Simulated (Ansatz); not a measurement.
Given:

End structure of the (20-23) surface of hcp Zn in its 1x1 cell, outermost plane spacing 0.16 Å in the ideal cut:

```yaml
crystal:
  lattice:
    - [2.63848, 0.00000, 0.00000]
    - [-1.31924, 12.24839, 0.00000]
    - [0.00000, 0.00000, 27.00000]
  atoms:
    - { symbol: Zn, position: [0.83051, 0.66075, 0.32376] }
    - { symbol: Zn, position: [0.94132, 0.88267, 0.32239] }
    - { symbol: Zn, position: [0.53395, 0.06750, 0.33656] }
    - { symbol: Zn, position: [0.64420, 0.28979, 0.32817] }
    - { symbol: Zn, position: [0.23857, 0.47756, 0.34697] }
    - { symbol: Zn, position: [0.38983, 0.78018, 0.40138] }
    - { symbol: Zn, position: [0.98260, 0.96513, 0.42364] }
    - { symbol: Zn, position: [0.09365, 0.18766, 0.40856] }
    - { symbol: Zn, position: [0.68854, 0.37741, 0.42893] }
    - { symbol: Zn, position: [0.80235, 0.60534, 0.42911] }
    - { symbol: Zn, position: [0.43152, 0.86236, 0.49953] }
    - { symbol: Zn, position: [0.54646, 0.09301, 0.49073] }
    - { symbol: Zn, position: [0.14032, 0.28054, 0.50927] }
    - { symbol: Zn, position: [0.25526, 0.51120, 0.50047] }
    - { symbol: Zn, position: [0.88443, 0.76821, 0.57088] }
    - { symbol: Zn, position: [0.99824, 0.99614, 0.57107] }
    - { symbol: Zn, position: [0.59312, 0.18590, 0.59144] }
    - { symbol: Zn, position: [0.70418, 0.40843, 0.57636] }
    - { symbol: Zn, position: [0.29695, 0.59338, 0.59862] }
    - { symbol: Zn, position: [0.44821, 0.89599, 0.65303] }
    - { symbol: Zn, position: [0.04257, 0.08376, 0.67183] }
    - { symbol: Zn, position: [0.15283, 0.30605, 0.66344] }
    - { symbol: Zn, position: [0.74545, 0.49088, 0.67761] }
    - { symbol: Zn, position: [0.85627, 0.71280, 0.67625] }
```

Set-up: 24 atoms, 10.6 Å thick at the start; mesh 14x3x1; 0.1 eV smearing; dipole correction on; all atoms relaxed; held to the part of the start's symmetry that mesh and held atoms allow; no spin, no spin-orbit, no U.

**Question.** Estimate the surface energy (mean of both faces) that Ansatz (a program for electronic structure) with PBE returns for this input.

**Answer.** 0.64 J/m²

**Question.** What is the computed work function of the top face (PBE)?

**Answer.** 4.15 eV
